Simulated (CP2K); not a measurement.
Input and output of a self-consistent single point for the (001) slab of Sb (cut from a parent of space group no. 166; 6 atoms in the cell) (CP2K).

Level of theory: PBEsol, GPW, DZVP-MOLOPT-SR-GTH basis, GTH-PBE potentials (GTH_POTENTIALS) run with CP2K.

The change in words: vacuum of 6 angstrom (first run: 14 Å); SURFACE_DIPOLE_CORRECTION: default → T. Reference geometry:
```
CELL_PARAMETERS angstrom
      4.33155     0.00000     0.00000
     -2.16578     3.75123     0.00000
      0.00000     0.00000    23.81241
ATOMIC_POSITIONS crystal
  Sb 0.00000 0.00000 0.29396
  Sb 0.66667 0.33333 0.70604
  Sb 0.66667 0.33333 0.45252
  Sb 0.33333 0.66667 0.38894
  Sb 0.33333 0.66667 0.61106
  Sb 0.00000 0.00000 0.54749
```

Reference input (self-consistent single point, DFT PBEsol, GPW, DZVP-MOLOPT-SR-GTH basis, GTH-PBE potentials (GTH_POTENTIALS)): CUTOFF = 400 Ry; REL_CUTOFF = 40 Ry; SMEAR/METHOD = FERMI_DIRAC; ELECTRONIC_TEMPERATURE = 1160.45 K; KPOINTS/SCHEME = MONKHORST-PACK 4 4 1; GAMMA_CENTERED = T; XC_FUNCTIONAL = PBE:PBESOL; Sb/BASIS_SET = DZVP-MOLOPT-SR-GTH-q5; Sb/POTENTIAL = GTH-PBE-q5; METHOD = GPW; EPS_DEFAULT = 1e-11; NGRIDS = 4. This run's input differs from it in these lines:

```diff
@@ -11,2 +11,4 @@
     POTENTIAL_FILE_NAME GTH_POTENTIALS
+    SURFACE_DIPOLE_CORRECTION T
+    SURF_DIP_DIR Z
     &QS
@@ -69,3 +71,3 @@
       B -2.16577500 3.75123200 0.00000000
-      C 0.00000000 0.00000000 23.81240800
+      C 0.00000000 0.00000000 15.81242700
       PERIODIC XYZ
@@ -74,8 +76,8 @@
       SCALED
-      Sb       0.00000000     0.00000000     0.29396400
-      Sb       0.66666700     0.33333300     0.70603600
-      Sb       0.66666700     0.33333300     0.45251700
-      Sb       0.33333300     0.66666700     0.38893600
-      Sb       0.33333300     0.66666700     0.61106400
-      Sb       0.00000000     0.00000000     0.54748800
+      Sb       0.00000000     0.00000000     0.18972400
+      Sb       0.66666700     0.33333300     0.81027600
+      Sb       0.66666700     0.33333300     0.42849400
+      Sb       0.33333300     0.66666700     0.33274500
+      Sb       0.33333300     0.66666700     0.66725500
+      Sb       0.00000000     0.00000000     0.57151400
     &END COORD
```

Log, with long lists cut:

```
 SCF WAVEFUNCTION OPTIMIZATION

  Step     Update method      Time    Convergence         Total energy    Change

 *******************************************************************************
 *   ___                                                                       *
 *  /   \                                                                      *
 * [ABORT]                                                                     *
 *  \___/       Dipole correction needs more vacuum space above the surface    *
 *    |                                                                        *
   [... lines left out ...]
 * / \                                                    surface_dipole.F:207 *
 *******************************************************************************

 ===== Routine Calling Stack =====

            9 calc_dipsurf_potential
            8 qs_ks_build_kohn_sham_matrix
            7 rebuild_ks_matrix
            6 qs_ks_update_qs_env
            5 scf_env_do_scf_inner_loop
            4 scf_env_do_scf
            3 qs_energies
            2 qs_forces
            1 CP2K
Abort(1) on node 0 (rank 0 in comm 0): application called MPI_Abort(MPI_COMM_WORLD, 1) - process 0
```

The program stopped with an error. 

The starting cell has typed, rounded lattice constants, without a prior relaxation at this level. The slab is cut from that crystal, and its faces are unrelaxed. Its lattice was rescaled by up to half a per cent. Values carry the incompleteness of an atom-centred basis. The potentials were made for another functional than the one used.
